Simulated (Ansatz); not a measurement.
Cubic perovskite CsPbBr3 (cubic high-temperature phase), treated with PBE (plane waves, PAW; Ansatz, a quantum-chemistry and plane-wave program).

Numerical settings: plane-wave cutoff 500 eV, 8×8×8 k mesh, Fermi–Dirac smearing 0.05 eV, scalar-relativistic PAW data made under PBE.

Computed at the level's own relaxed cell.

Problem. Predict the volume per atom, lattice constant a and band gap.

Solution. 
volume per atom: 43.21 Å³/atom
lattice constant a: 6.001 Å
band gap: 1.78 eV (on the SCF k mesh)

Note: the relaxation could not lower the start's symmetry, so the cell can be a saddle point above a distorted one.

Spin–orbit coupling is not included; with these elements it can move the gap by several tenths of an eV or more.
